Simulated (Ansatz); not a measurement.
**A computed series for Nb2InC: pressure series**

Take Nb2InC (space group P6_3/mmc, No. 194; a = 3.159 Å, c = 14.331 Å; a cell from a computed database, its experimental status unchecked) as the base.

Cell and atoms are relaxed at each pressure.

Computed with Ansatz (a quantum-chemistry and plane-wave program), PBEsol, PAW, cutoff 420 eV, spin-orbit coupling left out.

Notes on the quantities. enthalpy: H = E + PV relative to the base's energy.

```
variant                enthalpy  c/a ratio  shortest interatomic distance
----------------  -------------  ---------  -----------------------------
base                          –      4.537                        2.174 Å
pressure 0.3 GPa  +0.03 eV/atom      4.537                        2.174 Å
pressure 0.7 GPa  +0.07 eV/atom      4.537                        2.172 Å
pressure 1.5 GPa  +0.14 eV/atom      4.538                        2.170 Å
pressure 3 GPa    +0.29 eV/atom      4.539                        2.167 Å
pressure 5 GPa    +0.48 eV/atom        ___                            ___
pressure 7.5 GPa  +0.71 eV/atom      4.544                        2.156 Å
```

Problem. What belongs in the blanks?

Solution. 
- pressure 5 GPa, c/a ratio: 4.541
- pressure 5 GPa, shortest interatomic distance: 2.162 Å

Load acts through the strain it causes; cell and atoms are relaxed under it. Whether these cells are dynamically stable was not tested. No other phases were tried under pressure. All final runs are without spin polarisation.
